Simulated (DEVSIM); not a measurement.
Simulated with DEVSIM: 1D drift-diffusion, Boltzmann statistics, complete ionisation; no tunnelling, impact ionisation, image-force lowering or self-heating. Metal contacts follow the ideal Schottky-Mott rule: no Fermi-level pinning, no interface dipoles.

Device: Schottky contact on n-type β-Ga2O3, at 300 K.

```
layer (left to right)  material  thickness (μm)  Nd (cm⁻³)  τn (s)  τp (s)
---------------------  --------  --------------  ---------  ------  ------
1                       β-Ga2O3            8.00     1.1e16  6.2e-9  6.2e-9
```

Left contact: Schottky, work function 5.69 eV, emission velocity 3.6e6 cm/s. Right contact: ohmic. Voltage is applied to the left contact. Recombination: SRH at mid-gap. Mobility is μmin + (μ − μmin)/(1 + (N/Nref)^α).

Constants are typed, rounded textbook-type inputs, not results; the design itself was drawn at random and stands for no fabricated device. Values at 300 K; Nc and Nv go as T^1.5, mobilities as T to minus their exponent, the gap by Varshni's rule with the affinity fixed. The table also holds parameters that only a changed run uses.

```csv
parameter,β-Ga2O3
gap (eV),4.8
affinity (eV),4
permittivity,10
Nc (cm⁻³),3.7e18
Nv (cm⁻³),5e20
μn (cm²/Vs),160
μp (cm²/Vs),1
"μn,min",20
"μp,min",0.1
"Nref,n",1e18
"Nref,p",1e18
αn,0.8
αp,0.8
T exponent of μn,1.8
T exponent of μp,1.5
Cn (cm⁶/s),1e-31
Cp (cm⁶/s),1e-31
Varshni α (eV/K),0.0004
Varshni β (K),600
```

One input was changed, with this effect: potential step across the device at zero bias 1.540 → 1.480 V; dark forward voltage at 1 A/cm² 1.334 → 1.386 V; largest field in the device at zero bias 78000 → 24000 V/cm.

Q: Which change was it?
A. temperature 300 → 450 K
B. doping Nd of layer 1 1.1e+16 → 1.1e+15 cm^-3
C. minority lifetime in layer 1 6.2e-09 → 6.2e-10 s
D. constant mobility in place of the doping-dependent one
E. Auger recombination switched on
F. thickness of layer 1 8 → 14 μm

A: B, doping Nd of layer 1 1.1e+16 → 1.1e+15 cm^-3
